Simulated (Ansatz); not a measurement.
Zn on the W site in bcc W (start: the W site; 54-site cell, 4×4×4 shifted sampling), host crystal and elements as references (Δμ(W) = 0.00 eV, Δμ(Zn) = 0.00 eV; Zn taken from its element, since no compound that bounds it was computed at this level; only phases computed here count, gases as isolated molecules at 0 K). Method: PBE, PAW (plane waves to 420 eV; Ansatz, a first-principles code). In charge state 0 (not spin-polarised) the formation energy is 0.94 eV. The crystal has 6.19 × 10^22 W sites per cm³.

Estimate the equilibrium concentration at 900 K in the dilute limit, leaving out vibrational entropy and degeneracy.

kT = 0.0776 eV; c = N exp(−E_f / kT) = 6.19 × 10^22 × exp(−12.1) ≈ 3 × 10^17 cm^-3. An error of 0.2 eV in E_f moves this by a factor of 13.
